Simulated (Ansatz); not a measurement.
**Relaxation of cell and atoms of TiCo (Pm-3m, 2 atoms in the cell) at several settings**

```
CELL_PARAMETERS angstrom
      3.00910     0.00000     0.00000
      0.00000     3.00910     0.00000
      0.00000     0.00000     3.00910
ATOMIC_POSITIONS crystal
  Ti 0.00000 0.00000 0.00000
  Co 0.50000 0.50000 0.50000
```
Moments meant for the start (each program seeds them in its own way; μB, in the order of the atoms Ti Co): 1.0 3.0.

Base: PBE run with Ansatz (a first-principles code). Its settings: basis.ecutwfc = 420 eV; kpoints.mp_grid.grid = 7 7 7; hamiltonian.xc = pbe; hamiltonian.pseudopotentials = {kind: paw} (the program's default PAW files); magnetization.spin_polarized = true; scf.occupations.method = cold; scf.occupations.width = 0.1 eV. Starting volume 13.62 Å³ per atom.

Each line gives the change from the base single point and the result:

- relax: default → cell and atoms: pressure -0.01 GPa; final cell a = 2.984 Å, b = 2.984 Å, c = 2.984 Å, α = 90.00°, β = 90.00°, γ = 90.00°; final volume per atom 13.28 Å³; relaxation steps 4; free energy against the base single point -4.5 meV/atom.
- hamiltonian.xc: pbe → lda; relax: default → cell and atoms [DFT, LDA (PW92), plane waves, default PAW files made with PBE]: pressure 0.00 GPa; final cell a = 2.9054 Å, b = 2.9054 Å, c = 2.9054 Å, α = 90.00°, β = 90.00°, γ = 90.00°; final volume per atom 12.26 Å³; relaxation steps 7.

The starting cell comes from a database of computed structures (which also holds hypothetical and non-ambient phases and stackings), without a prior relaxation at this level. Its lattice was rescaled by a random factor within 2.5 % of one. With one magnetic atom in the cell only a parallel order is possible. Ansatz's pressure includes its estimate of the finite-basis (Pulay) stress.

Left out of this page: 1 run of the series failed or unconverged.

Keys are those of Ansatz 0.2.
